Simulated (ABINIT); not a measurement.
Troubleshooting ABINIT: a failed run on Te2Mo (P6_3/mmc, 6 atoms in the cell). The aim is a self-consistent single point with DFT, LDA (PW92), plane waves, norm-conserving pseudopotentials (PseudoDojo nc-sr-04 LDA standard).

Input:

```
# Te2Mo, PseudoDojo nc-sr-04 LDA standard
pp_dirpath "./"
pseudos "Te.upf, Mo.upf"
acell 3*1.0 Angstrom
rprim
         3.4982589059    0.0000002718    0.0000000000
        -1.7491296884    3.0295809456    0.0000000000
         0.0000000000    0.0000000000   14.3709370000
natom 6
ntypat 2
znucl 52 42
typat 1 1 1 1 2 2
xcart
        -0.0000001569    2.0197207210    9.0223616673
         1.7491293745    1.0098604964    5.3485753327
         1.7491293745    1.0098604964    1.8368931673
        -0.0000001569    2.0197207210   12.5340438327
        -0.0000001569    2.0197207210    3.5927342500
         1.7491293745    1.0098604964   10.7782027500
      Angstrom
ecut 41
occopt 7
tsmear 0.00073499
nband 44
kptopt 1
ngkpt 5 5 1
nshiftk 1
shiftk 0 0 0
nstep 80
tolvrs 1.0e-12
prtwf 0
prtden 0
```

The program printed (abridged):

```
=======================================================
 invars1m : enter jdtset= 0
 ingeo: takes atomic coordinates from input array xcart

--- !COMMENT
src_file: m_symfind.F90
src_line: 823
message: |
    The tolerance on symmetries =   1.000E-05 is bigger than 1.0e-8.
    In order to avoid spurious effects, the atomic coordinates have been
    symmetrized before storing them in the dataset internal variable.
    So, do not be surprised by the fact that your input variables (xcart, xred, ...)
    do not correspond exactly to the ones echoed by ABINIT, the latter being used to do the calculations.
    This is not a problem per se.
    Still, in order to avoid this symmetrization (e.g. for specific debugging/development), decrease tolsym to 1.0e-8 or lower,
    or (much preferred) use input primitive vectors that are accurate to better than 1.0e-8.
    This message will only be printed once, even if there are other datasets where tolsym is bigger than 1.0e-8.
...

 symlatt: the Bravais lattice is hP (primitive hexagonal)
 symspgr: spgroup= 194  P6_3/m m c   (=D6h^4)
 symspgr: optical characteristics = uniaxial
 Optical axis (in reduced coordinates, real space ) :   0   0   1
 Slater exchange
 P. A. M. Dirac, Math. Proc. Cambridge Philos. Soc. 26, 376 (1930)
 F. Bloch, Z. Phys. 57, 545 (1929)
 Perdew & Wang
 J. P. Perdew and Y. Wang, Phys. Rev. B 45, 13244 (1992)

--- !ERROR
src_file: m_dtset.F90
src_line: 1287
mpi_rank: 0
message: |
    Initialization of occ variables with occopt: 7
    There are not enough bands to get charge balance right with nelect:  9.2000E+01
    Action: modify input file
    (check the pseudopotential charges, the variable cellcharge, the variable jellslab,
    and the declared number of bands, nband)
...

 abinit_abort: decision taken to exit. Check above messages for more info
Abort(13) on node 0 (rank 0 in comm 0): application called MPI_Abort(MPI_COMM_WORLD, 13) - process 0

--- !ERROR
src_file: m_dtset.F90
src_line: 1287
mpi_rank: 0
message: |
    Initialization of occ variables with occopt: 7
    There are not enough bands to get charge balance right with nelect:  9.2000E+01
    Action: modify input file
    (check the pseudopotential charges, the variable cellcharge, the variable jellslab,
    and the declared number of bands, nband)
...
```

Task: Read the log: what does the program object to, and what is the fix?

Result: The fault is too few bands; here the program stops on it instead of giving results. To fix it, raise the band count or leave it to the default. The program stopped before any SCF iteration.

The sound input it was made from differs as follows (other fixes are possible):
```diff
-nband 44
+nband 58
```

With that input, the run converged in 15 iterations: free energy E − TS -15212.27 eV; pressure 0.85 GPa; largest force (vector length) 0.495 eV/Å (DFT, LDA (PW92), plane waves, norm-conserving pseudopotentials (PseudoDojo nc-sr-04 LDA standard)).

On the sound input: the starting cell comes from a database of computed structures (which also holds hypothetical and non-ambient phases and stackings), without a prior relaxation at this level. Its lattice was rescaled by a random factor within 2.5 % of one. Spin polarisation is off.
